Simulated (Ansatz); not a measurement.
A zone-centre phonon calculation of SrGe2Ru2 (I4/mmm, 5 atoms in the cell) with Ansatz (an electronic-structure program).

Method of the run: LDA (PW92), default PAW files made with PBE (plane waves; Ansatz).

```
Sr(GeRu)2
1.0
   -2.15004     2.15004     5.14129
    2.15004    -2.15004     5.14129
    2.15004     2.15004    -5.14129
Sr Ge Ru
1 2 2
Direct
  0.00000   0.00000   0.00000
  0.64218   0.64218   0.00000
  0.35782   0.35782   0.00000
  0.75000   0.25000   0.50000
  0.25000   0.75000   0.50000
```

Reference input (self-consistent single point, DFT, LDA (PW92), plane waves, default PAW files made with PBE): basis.ecutwfc = 420 eV; kpoints.mp_grid.grid = 8 8 8; hamiltonian.xc = lda; hamiltonian.pseudopotentials = {kind: paw} (the program's default PAW files); scf.occupations.method = fermi_dirac; scf.occupations.width = 0.1 eV. This run's input differs from it in these lines:

```diff
@@ -20,6 +20,5 @@
   occupations: { method: fermi_dirac, width: 0.1 }
-output:
-  forces: true
-  eigenvalues: true
-  stress: true
+  convergence: { dr2_threshold: 1.0e-07 eV }
+phonons:
+  method: dfpt
```

Output (repeated stretches shortened):

```
SCF iter   1: F=—  HF=-23394.896495 eV  |F-HF|=—  |Δ(HF+E_count)|=         —  Δρ=6.88e-3  dr2=3.74e-2  ethr=1.77e-3  ⟨swp⟩=6.9  Hψ=16309  notcnv=0
all-band conjugate gradients solve this SCF's bands
preconditioner: auto → Kerker (q_TF=auto, 2.593 Å⁻¹)
SCF iter   2: F=—  HF=-23394.893998 eV  |F-HF|=—  |Δ(HF+E_count)|=   2.50e-3  Δρ=4.21e-3  dr2=1.94e-2  ethr=5.35e-5  ⟨swp⟩=2.4  Hψ=6455  notcnv=0  defer=3
   [... lines left out ...]
SCF iter   5: F=—  HF=-23394.890491 eV  |F-HF|=—  |Δ(HF+E_count)|=   4.56e-5  Δρ=2.11e-4  dr2=5.28e-5  ethr=5.80e-7  ⟨swp⟩=2.0  Hψ=6473  notcnv=0  defer=3
SCF iter   6: F=—  HF=-23394.890467 eV  |F-HF|=—  |Δ(HF+E_count)|=   2.44e-5  Δρ=5.14e-5  dr2=6.45e-6  ethr=7.55e-8  ⟨swp⟩=2.0  Hψ=6563  notcnv=0  defer=3
SCF iter   7: F=—  HF=-23394.890465 eV  |F-HF|=—  |Δ(HF+E_count)|=   1.59e-6  Δρ=1.38e-5  dr2=3.76e-7  ethr=9.21e-9  ⟨swp⟩=2.0  Hψ=5412  notcnv=0  defer=3
SCF iter   8: F=-23394.890465 eV  HF=-23394.890465 eV  |F-HF|=1.33e-8  |Δ(HF+E_count)|=   9.16e-8  Δρ=4.53e-6  dr2=2.62e-8  ethr=1.43e-10  ⟨swp⟩=11.4  Hψ=29852  notcnv=0
SCF 1 converged in 8 iterations: F = -23394.890465 eV  dr2 = 2.62e-8
DFPT response loops at Γ: preconditioner auto → Kerker (q_TF=auto, 2.593 Å⁻¹) (partly filled bands, converged f_vac=0.000) …
Free energy (F): -23394.890465 eV
Internal energy: -23394.813655 eV  (E = F + TS)
E sigma→0 (E₀):  -23394.852060 eV
Entropy (-TS):   -0.076811 eV (-15.362 meV/atom)
Fermi energy:    13.368746 eV
--- Phonons (Γ-DFPT): 6 representative perturbations + reference, on 95 of 512 k-points (Σ response iterations 29) ---
  k mesh reduced under 4 symmetry operations, with k and −k counted as one. Each operation leaves every solved displacement unchanged or reverses it
  ASR residual: 6.118e-3 → 0.000e0 eV/Å²; symmetrization residual: 4.654e-7 eV/Å²
  ASR residual per site (eV/Å²): 4.89e-3 7.41e-4 7.41e-4 6.12e-3 6.12e-3
  Γ frequencies (cm⁻¹): 0.00 0.00 0.00 109.60 109.60 118.47 126.89 126.89 168.45 175.50 232.18 268.83 268.83 280.33 280.33
  non-analytic LO–TO correction: not included (Born effective charges unavailable; polar crystals: no LO–TO splitting at Γ)
```

The run converged in 8 iterations. 

Summary of the result:
| Quantity | Value |
|---|---|
| Free energy E − TS (on the zero of these files) | -23394.8905 eV |
| Fermi level (on the code's own zero) | 13.37 eV |
| Zone-centre frequencies (cm⁻¹; negative means imaginary) | 0, 0, 0, 110, 110, 118, 127, 127, 168, 176, 232, 269, 269, 280, 280 |

The starting cell comes from a database of computed structures (which also holds hypothetical and non-ambient phases and stackings), without a prior relaxation at this level. Its lattice was rescaled by up to half a per cent. Spin polarisation is off.

Cost on one core of a shared machine: roughly 6 min.

Keys are those of Ansatz 0.2.
